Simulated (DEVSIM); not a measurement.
System: TaN/SiO2/p-InP capacitor, at 300 K.

Layer 1 from the left is SiO2, thickness (nm) 5.00. Layer 2 from the left is InP, thickness (nm) 8000, Na (cm⁻³) 3e15.

Metal gate on the left, work function 4.4 eV. Fixed charge at the semiconductor interface -8.6e11 cm⁻² (in units of +e); interface traps 2.7e11 cm⁻² eV⁻¹, uniform in energy, neutral level at 0.7 of the gap above the valence band.

This is a model device: material constants are rounded textbook-type values typed into the input, and sizes, dopings and lifetimes were drawn at random. Values at 300 K.

SiO2: gap (eV) 9, affinity (eV) 0.9, permittivity 3.9. InP: gap (eV) 1.344, affinity (eV) 4.38, permittivity 12.5, Nc (cm⁻³) 5.7e17, Nv (cm⁻³) 1.1e19.

DEVSIM, 1D Poisson equation in equilibrium, Boltzmann statistics, complete ionisation; no quantum confinement or tunnelling. Metal contacts follow the ideal Schottky-Mott rule: no Fermi-level pinning, no interface dipoles.

### Question
What does the simulation give for the flat-band voltage, the minimum of the low-frequency capacitance?

### Answer
flat-band voltage -0.96 V; minimum of the low-frequency capacitance 0.0562 μF/cm².
